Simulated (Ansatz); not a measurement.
A self-consistent single point of the (110) slab of GaAs (cut from a parent of space group no. 216; 16 atoms in the cell) with Ansatz (a first-principles code).

Level of theory: LDA (PW92), PAW files made with PBE (plane waves; Ansatz).

The change in words: lattice scaled in the plane by 1.03. Reference geometry:
```
GaAs
1.0
    5.66393     0.00000     0.00000
    0.00000     8.01000     0.00000
    0.00000     0.00000    16.09900
Ga As
8 8
Direct
  0.00000   0.62500   0.43686
  0.50000   0.37500   0.31058
  0.50000   0.87500   0.31058
  0.00000   0.12500   0.43686
  0.00000   0.12500   0.68942
  0.50000   0.87500   0.56314
  0.50000   0.37500   0.56314
  0.00000   0.62500   0.68942
  0.25000   0.62500   0.31058
  0.75000   0.87500   0.43686
  0.75000   0.37500   0.43686
  0.25000   0.12500   0.31058
  0.25000   0.12500   0.56314
  0.75000   0.37500   0.68942
  0.75000   0.87500   0.68942
  0.25000   0.62500   0.56314
```

Reference input (self-consistent single point, DFT, LDA (PW92), plane waves, PAW files made with PBE): kpoints.mp_grid.grid = 4 3 1; hamiltonian.xc = lda; hamiltonian.pseudopotentials = {kind: paw} (the program's default PAW files); scf.occupations.method = fermi_dirac; scf.occupations.width = 0.05 eV. This run's input differs from it in these lines:

```diff
@@ -3,4 +3,4 @@
   lattice:
-    - [5.66392700, 0.00000000, 0.00000000]
-    - [0.00000000, 8.01000300, 0.00000000]
+    - [5.83384500, 0.00000000, 0.00000000]
+    - [0.00000000, 8.25030300, 0.00000000]
     - [0.00000000, 0.00000000, 16.09900000]
```

Output, abridged:

```
SCF iter   1: F=—  HF=-67845.011167 eV  |F-HF|=—  |Δ(HF+E_count)|=         —  Δρ=2.54e-2  dr2=9.08e0  ethr=3.10e-3  ⟨swp⟩=5.7  Hψ=2971  notcnv=0  defer=17
all-band conjugate gradients solve this SCF's bands
preconditioner: auto → Resta (q_TF=auto, 2.219 Å⁻¹)
SCF iter   2: F=—  HF=-67842.726527 eV  |F-HF|=—  |Δ(HF+E_count)|=    2.28e0  Δρ=1.14e-2  dr2=9.41e-1  ethr=3.10e-3  ⟨swp⟩=3.0  Hψ=1188  notcnv=0  defer=78
   [... lines left out ...]
SCF iter   7: F=—  HF=-67842.501920 eV  |F-HF|=—  |Δ(HF+E_count)|=   7.21e-5  Δρ=7.77e-5  dr2=4.17e-5  ethr=9.86e-8  ⟨swp⟩=2.0  Hψ=1190  notcnv=0  defer=75
SCF iter   8: F=—  HF=-67842.501963 eV  |F-HF|=—  |Δ(HF+E_count)|=   4.31e-5  Δρ=2.29e-5  dr2=3.97e-6  ethr=1.86e-8  ⟨swp⟩=2.0  Hψ=1216  notcnv=0  defer=75
SCF iter   9: F=—  HF=-67842.501964 eV  |F-HF|=—  |Δ(HF+E_count)|=   6.87e-7  Δρ=1.08e-5  dr2=7.12e-7  ethr=1.77e-9  ⟨swp⟩=2.0  Hψ=1386  notcnv=0  defer=75
SCF iter  10: F=-67842.501963 eV  HF=-67842.501964 eV  |F-HF|=1.19e-7  |Δ(HF+E_count)|=   1.68e-7  Δρ=2.50e-6  dr2=8.48e-8  ethr=4.46e-11  ⟨swp⟩=11.5  Hψ=4183  notcnv=0
SCF 1 converged in 10 iterations: F = -67842.501963 eV  dr2 = 8.48e-8
Free energy (F): -67842.501963 eV
Internal energy: -67842.499742 eV  (E = F + TS)
E sigma→0 (E₀):  -67842.500853 eV
Entropy (-TS):   -0.002221 eV (-0.139 meV/atom)
Fermi energy:    1.030957 eV
--- Forces (eV/Å), atoms counted from 1 ---
  atom   1  Ga    -0.02833264     0.00000000    -0.02715674
  atom   2  Ga    -1.02691333    -0.00000000     1.44397881
  atom   3  Ga    -1.02691333    -0.00000000     1.44397881
  atom   4  Ga    -0.02833264    -0.00000000    -0.02715674
  atom   5  Ga    -1.02691333     0.00000000    -1.44397881
  atom   6  Ga    -0.02833264    -0.00000000     0.02715674
  atom   7  Ga    -0.02833264     0.00000000     0.02715674
  atom   8  Ga    -1.02691333     0.00000000    -1.44397881
   [... lines left out ...]
  atom  16  As     0.64544195    -0.00000000     0.52144050
--- Stress (GPa, compression-positive) ---
       -3.378580       0.000000       0.000000
        0.000000      -4.057934       0.000000
        0.000000       0.000000      -1.703987
  P = ⅓ Tr σ = -3.0468 GPa (-30.468 kbar)
  The stress holds the Pulay correction. Without it, at fixed plane waves, as pw.x and ABINIT print it: P = -3.0585 GPa
```

The run converged in 10 iterations. Against the reference run the free energy goes up by 50.7 meV/atom, the largest force goes from 1.609 to 1.772 eV/Å and the gap on the mesh hardly changes (0.505 to 0.507 eV).

The starting cell comes from a database of computed structures (which also holds hypothetical and non-ambient phases and stackings), without a prior relaxation at this level. The slab is cut from that crystal, and its faces are unrelaxed. Its lattice was rescaled in the plane by a random factor within 2.5 % of one. For this run, on top of that: lattice scaled in the plane by 1.03. Spin polarisation is off, though cut faces can carry moments; a gap of a slab can lie between surface states. Forces in this geometry exceed 1 eV/Å.

Cost on one core of a shared machine: roughly 30 s.

Keys are those of Ansatz 0.2.
